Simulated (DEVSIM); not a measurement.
abrupt Si p-n junction

Device: abrupt Si p-n junction, at 300 K.

```tsv
layer (left to right)	material	thickness (μm)	Nd (cm⁻³)	Na (cm⁻³)	τn (s)	τp (s)
1	Si	1.40	-	1.6e15	0.00011	0.00011
2	Si	1.30	8.1e15	-	0.00011	0.00011
```

Left contact: ohmic. Right contact: ohmic. Voltage is applied to the left contact. Recombination: SRH at mid-gap, radiative. Mobility is constant in doping.

Constants are typed, rounded textbook-type inputs, not results; the design itself was drawn at random and stands for no fabricated device. Values at 300 K.

| parameter | Si |
|---|---|
| gap (eV) | 1.124 |
| affinity (eV) | 4.05 |
| permittivity | 11.7 |
| Nc (cm⁻³) | 2.86e19 |
| Nv (cm⁻³) | 3.1e19 |
| μn (cm²/Vs) | 1417 |
| μp (cm²/Vs) | 470 |
| B (cm³/s) | 4.7e-15 |

DEVSIM, 1D drift-diffusion, Boltzmann statistics, complete ionisation; no tunnelling, impact ionisation, image-force lowering or self-heating.

Potential step across the device at zero bias: 0.658 V
Largest field in the device at zero bias: 16000 V/cm
Dark forward voltage at 1 A/cm²: 0.500 V
Dark forward voltage at 100 A/cm²: 0.645 V

Dark reverse current:

```json
[
 {"V (V)": "-0.10", "J (A/cm²)": "-6.2e-9"},
 {"V (V)": "-0.25", "J (A/cm²)": "-7.1e-9"},
 {"V (V)": "-0.50", "J (A/cm²)": "-8.5e-9"},
 {"V (V)": "-0.75", "J (A/cm²)": "-1.0e-8"},
 {"V (V)": "-1.00", "J (A/cm²)": "-1.2e-8"},
 {"V (V)": "-1.50", "J (A/cm²)": "-2.0e-8"},
 {"V (V)": "-2.00", "J (A/cm²)": "-3.5e-8"},
 {"V (V)": "-2.50", "J (A/cm²)": "-6.1e-8"},
 {"V (V)": "-3.25", "J (A/cm²)": "-1.2e-7"},
 {"V (V)": "-4.00", "J (A/cm²)": "-1.8e-7"},
 {"V (V)": "-5.00", "J (A/cm²)": "-2.7e-7"}
]
```

Small-signal capacitance in reverse bias (quasi-static):

| V (V) | C (nF/cm²) |
|---|---|
| -0.1 | 12.5 |
| -0.25 | 11.4 |
| -0.5 | 10.0 |
| -0.75 | 9.04 |
| -1 | 8.31 |
| -1.5 | 7.27 |
| -2 | 6.61 |
| -2.5 | 6.26 |
| -3.25 | 6.04 |
| -4 | 5.91 |
| -5 | 5.75 |
